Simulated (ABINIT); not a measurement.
Band structure of SrCl2 (Fm-3m, 3 atoms in the cell).

```
SrCl2
1.0
    0.00000     3.49974     3.49974
    3.49974     0.00000     3.49974
    3.49974     3.49974     0.00000
Sr Cl
1 2
Direct
  0.00000   0.00000   0.00000
  0.75000   0.75000   0.75000
  0.25000   0.25000   0.25000
```

Computed with LDA (PW92), PAW (JTH v2.0 LDA PAW) (plane waves; ABINIT).

Settings: pseudos = [Sr.LDA_PW-JTH.xml, Cl.LDA_PW-JTH.xml]; ecut = 26 Ha; pawecutdg = 52 Ha; pawxcdev = 0; occopt = 3; tsmear = 0.01 eV; ngkpt = 8 8 8; nshiftk = 1; shiftk = 0 0 0; potentials = JTH v2.0 LDA PAW; kptopt = 1; nstep = 60; tolvrs1 = 1e-11.

The starting cell comes from a database of computed structures (which also holds hypothetical and non-ambient phases and stackings), without a prior relaxation at this level.

Problem. Predict the gap along the standard path and the places of the band edges.

Solution. The gap along the path is 4.84 eV, from X to Γ; the smallest direct gap on it is 5.16 eV.

Levels in eV from the top of the valence band on the SCF mesh, bands 9 to 16:
```
point      9     10     11     12    13    14    15    16
-----  -----  -----  -----  -----  ----  ----  ----  ----
Γ      -2.15  -0.34  -0.34  -0.34  4.84  5.84  5.84  8.61
X      -1.90  -0.41  -0.41   0.00  5.16  6.80  7.37  7.83
W      -1.23  -1.23  -0.32  -0.10  5.91  6.72  6.97  6.97
K      -1.74  -0.72  -0.54  -0.11  5.63  6.88  7.08  7.35
L      -1.54  -1.35  -1.06  -1.06  6.46  6.46  7.29  7.41
U      -1.74  -0.72  -0.54  -0.11  5.63  6.88  7.08  7.35
```
